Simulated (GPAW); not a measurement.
**Pressure against volume in rock-salt BaS (space group 225) (GPAW, PBEsol)**

```
BaS
1.0
    0.00000     3.10223     3.10223
    3.10223     0.00000     3.10223
    3.10223     3.10223     0.00000
Ba S
1 1
Direct
  0.00000   0.00000   0.00000
  0.50000   0.50000   0.50000
```

Computed with PBEsol, GPAW PAW datasets PBEsol (made by gpaw-setup) (plane waves; GPAW). Settings: mode = pw; ecut = 585 eV; xc = PBEsol; kpts = 9 9 9; mesh shift (steps) = 0 0 0; occupations.name = fermi-dirac; occupations.width = 0.01 eV; nbands = -6; convergence.density = 1e-05 e/electron; convergence.energy = 1e-05 eV/electron; convergence.bands = -4; symmetry.symmorphic = false; symmetry.tolerance = 0.0005; maxiter = 100. The cell above is the first row's. The rows scale it uniformly. In all rows fractional positions and the k mesh are held.

| V (Å^3/atom) | P (GPa) |
|---|---|
| 29.855 | 3.80 |
| 30.504 | 2.51 |
| 31.153 | 1.36 |
| 31.803 | 0.33 |
| 32.452 | -0.59 |
| 33.101 | -1.41 |
| 33.750 | -2.15 |
| 34.399 | -2.81 |
| 35.048 | ? |

Taking a cubic for P over the 8 complete rows: With u = V - 32.1, the rows have u = -2.2450, -1.5960, -0.9470, -0.2970, 0.3520, 1.0010, 1.6500, 2.2990. Least squares gives P = -0.104 - 1.4220·u + 0.12398·u² - 0.00763·u³. Residuals (row less fit): 0.000, -0.002, 0.000, 0.001, 0.000, 0.001, -0.003, 0.001; standard error 0.002 (degrees of freedom: 4). The fitted pressure is zero at V0 = 32.03, where dP/dV = -1.440, so B0 = -V0·dP/dV = 46.1 GPa.

Task: What does the fit predict for P at V = 35.048, and how far is the calculated value from it?

Result: u = 2.9480, so P = -0.104 - 1.4220 × 2.9480 + 0.12398 × 2.9480² - 0.00763 × 2.9480³ = -3.414 GPa. The calculation gives -3.39 GPa, 0.024 GPa above the prediction (0.3 % of the range of P in the table). The row lies outside the fitted rows, so this is an extrapolation. From the scatter of the fitted rows alone, a prediction at this place has a standard error of 0.005 GPa, so the miss is 4.5 times that.

Carrying the step between the two nearest rows on in a straight line would have given -3.47, off by 0.08; series whose last step already gives the withheld value aren't shown. The scan was laid around a cell of about the measured size, scaled by a guess for this functional. The runs keep the symmetry of the cell, so they don't test it for distortions. Spin-orbit coupling is off. Cutoffs and mesh are single choices, not tested for convergence of this quantity. Series with a scatter that would blur these digits, or in which a gap closes, are not shown.

Terms beyond the fitted order, or numerical noise in single rows, can give a miss of this size; the table doesn't tell which.
